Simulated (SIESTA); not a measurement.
Band structure of TiAl3 (Pmm2, 4 atoms in the cell).

```xyz
4
Lattice="2.8397 0.0000 0.0000 0.0000 4.6813 0.0000 0.0000 0.0000 4.9007" Properties=species:S:1:pos:R:3 pbc="T T T"
Ti     0.0000     2.3406     0.8131
Al     1.4198     2.3406     3.2701
Al     1.4198     0.0000     1.6217
Al     0.0000     0.0000     4.0965
```

Method: LDA PW92, numerical atomic orbitals DZP, PseudoDojo LDA standard norm-conserving potentials (rewritten from UPF to PSML) in SIESTA 5.4.2.

Settings: XC.functional = LDA; XC.authors = PW92; potentials = PseudoDojo LDA standard; PAO.BasisSize = DZP; PAO.EnergyShift = 0.01 Ry; MeshCutoff = 350 Ry; kgrid.MonkhorstPack = 12 7 7; OccupationFunction = FD; ElectronicTemperature = 100 meV; MaxSCFIterations = 150; SCF.Mixer.Method = Broyden; SCF.Mixer.Weight = 0.1; SCF.Mixer.History = 6; SCF.DM.Tolerance = 1.0E-05.

The starting cell comes from a database of computed structures (which also holds hypothetical and non-ambient phases and stackings), without a prior relaxation at this level. Spin polarisation is off. Values carry the incompleteness of an atom-centred basis.

Levels in eV from the Fermi level, bands 8 to 13:
```csv
point,8,9,10,11,12,13
Γ,-3.44,-2.61,-0.78,-0.39,2.26,2.33
X,-1.95,-1.73,0.40,0.57,0.78,1.43
S,-3.29,-1.68,-0.49,-0.32,0.75,1.17
Y,-3.09,-1.98,-1.43,-0.16,2.17,2.27
Z,-2.23,-2.09,-0.98,-0.30,2.15,2.23
U,-3.41,-1.31,-0.20,-0.15,0.55,1.23
R,-3.25,-2.73,-2.72,-0.72,-0.17,0.98
T,-4.75,-0.17,-0.06,0.73,2.18,2.20
```

Bands cross the Fermi level along this path, so the cell is metallic at this level.

Higher empty bands are left out: an atom-centred basis made for the valence describes them poorly.
